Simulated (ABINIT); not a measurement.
ABINIT run on TiO2 (I4_1/amd, 6 atoms in the cell): self-consistent single point.

Level of theory: PBE, PAW (JTH v2.0 PBE PAW) (plane waves; ABINIT 10.0.3).

The change in words: lattice scaled by 0.98. Reference geometry:
```
CELL_PARAMETERS angstrom
     -1.89250     1.89250     4.75500
      1.89250    -1.89250     4.75500
      1.89250     1.89250    -4.75500
ATOMIC_POSITIONS crystal
  Ti 0.75000 0.25000 0.50000
  Ti 0.00000 0.00000 0.00000
  O  0.54200 0.04200 0.50000
  O  0.79200 0.79200 0.00000
  O  0.20800 0.20800 0.00000
  O  0.95800 0.45800 0.50000
```

Reference input (self-consistent single point, DFT, PBE, plane waves, PAW (JTH v2.0 PBE PAW)): pseudos = [Ti.GGA_PBE-JTH.xml, O.GGA_PBE-JTH.xml]; ecut = 30 Ha; pawecutdg = 60 Ha; pawxcdev = 0; ixc = 11; occopt = 3; tsmear = 0.00183747 Ha; ngkpt = 6 6 6; nshiftk = 1; shiftk = 0 0 0; potentials = JTH v2.0 PBE PAW; nband = 31. This run's input differs from it in these lines:

```diff
@@ -5,5 +5,5 @@
 rprim
-        -3.5763066909    3.5763066909    8.9856477226
-         3.5763066909   -3.5763066909    8.9856477226
-         3.5763066909    3.5763066909   -8.9856477226
+        -3.5047805570    3.5047805570    8.8059347681
+         3.5047805570   -3.5047805570    8.8059347681
+         3.5047805570    3.5047805570   -8.8059347681
 natom 6
```

Output, abridged:

```
--- !BeginCycle
solver: {iscf: 17, nstep: 100, nline: 4, wfoptalg: 10, }
tolerances: {tolvrs: 1.00E-10, }
...

     iter   Etot(hartree)      deltaE(h)  residm     nres2
 ETOT  1  -174.68394046803    -1.747E+02 9.149E+00 2.049E+01
 ETOT  2  -182.74412896212    -8.060E+00 1.979E-01 6.159E+02
 ETOT  3  -182.69578267685     4.835E-02 1.261E-01 5.585E+02
 ETOT  4  -182.49370142835     2.021E-01 3.351E-02 3.163E+02
 ETOT  5  -182.23614313345     2.576E-01 5.852E-02 1.190E+01
   [... 10 lines left out ...]
 ETOT 16  -182.25237910759    -9.970E-11 1.426E-03 2.957E-07
 ETOT 17  -182.25237910744     1.504E-10 3.427E-04 1.120E-09
 ETOT 18  -182.25237910744    -2.757E-12 1.087E-03 3.601E-10
 ETOT 19  -182.25237910744     1.791E-12 2.802E-04 2.277E-11
 At SCF step   19       nres2   =  2.28E-11 < tolvrs=  1.00E-10 =>converged.

 Cartesian components of stress tensor (hartree/bohr^3)
  sigma(1 1)= -6.77662912E-04  sigma(3 2)=  0.00000000E+00
  sigma(2 2)= -6.77662912E-04  sigma(3 1)=  0.00000000E+00
  sigma(3 3)= -7.76271592E-04  sigma(2 1)=  0.00000000E+00

 ----iterations are completed or convergence reached----

 reduced coordinates (array xred) for    6 atoms
       0.750000000000      0.250000000000      0.500000000000
       0.000000000000      0.000000000000      0.000000000000
       0.542000000000      0.042000000000      0.500000000000
       0.792000000000      0.792000000000      0.000000000000
       0.208000000000      0.208000000000      0.000000000000
       0.958000000000      0.458000000000      0.500000000000
 cartesian forces (eV/Angstrom) at end:
   [... lines left out ...]
 Fermi (or HOMO) energy (eV) =   5.05546   Average Vxc (eV)= -10.73502
   [... lines left out ...]
'-kT*entropy'       : -3.84995353924761E-13
total_energy        : -1.82252378770637E+02
total_energy_eV     : -4.95933943812593E+03
...

-Cartesian components of stress tensor (GPa)         [Pressure=  2.0905E+01 GPa]
- sigma(1 1)= -1.99375279E+01  sigma(3 2)=  0.00000000E+00
- sigma(2 2)= -1.99375279E+01  sigma(3 1)=  0.00000000E+00
- sigma(3 3)= -2.28386949E+01  sigma(2 1)=  0.00000000E+00

 Calculation completed.
```

The run converged in 19 iterations. Against the reference run the free energy rises by 54.8 meV/atom, the pressure goes from 5.08 to 20.90 GPa, the largest force goes from 0.132 to 0.536 eV/Å and the gap on the mesh goes from 2.163 to 2.296 eV.

The starting cell has typed, rounded lattice constants, without a prior relaxation at this level. For this run, on top of that: lattice scaled by 0.98. With a pressure of about 21 GPa the cell is away from its equilibrium volume at this level.

Cost on one core of a shared machine: roughly 5 min.
